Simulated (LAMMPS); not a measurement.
MD of Ni (fcc) at zero pressure, 256 atoms, as a crystal; each row is its own run.

Computed with MD with a machine-learned potential, pair style snap, file Ni_Zuo_JPCA2020.snap (LAMMPS).

```
T (K)  volume (Å³/atom)
-----  ----------------
200              10.989
300              11.025
780              11.190
1040             11.276
1560             11.469
1810             11.571
2070             11.685
```

Q: Fit a straight line, y = a + b x, to these rows (x is the first column, y the second) and predict the run at x = 1300.

A: Least squares gives a = 10.908 and b = 0.0003671. At x = 1300 the fit predicts 11.385 Å³/atom. The run itself gave 11.368 ± 0.003 Å³/atom, so the fit is 0.15 % high.

Caution (rows 1040; 1300; 1560; 1810; 2070): a run this short can hold a crystal over, or a liquid under, the potential's own melting point, which these runs don't give.

Caution (rows 1810; 2070): this crystal lies over the measured melting point of 1728 K, so it is superheated or the potential melts high.
